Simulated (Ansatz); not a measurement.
Consider MgS in the rock salt structure (space group Fm-3m, No. 225; a = 5.1820 Å).

Perturbation: a fraction x = 0.333 of the S sites is given to O, ordered in a cell of 6 atoms (starting symmetry P-3m1) and fully relaxed.

Levels (all Ansatz, an electronic-structure program, PAW): PBEsol (420 eV, scalar-relativistic without spin-orbit coupling); r2SCAN (500 eV, no spin-orbit coupling); HSE06 (420 eV, scalar-relativistic without spin-orbit coupling).

At the geometry relaxed with PBEsol, these levels gave the following band gaps, in shuffled order: (a) 2.64 eV, (b) 2.25 eV, (c) 1.48 eV.

Question: Match each gap to its level.

Answer: (a) HSE06; (b) r2SCAN; (c) PBEsol.

Single points use the geometry relaxed with PBEsol. These are small ordered cells, not random alloys; other orderings at the same x differ. No phonon test of stability was made.
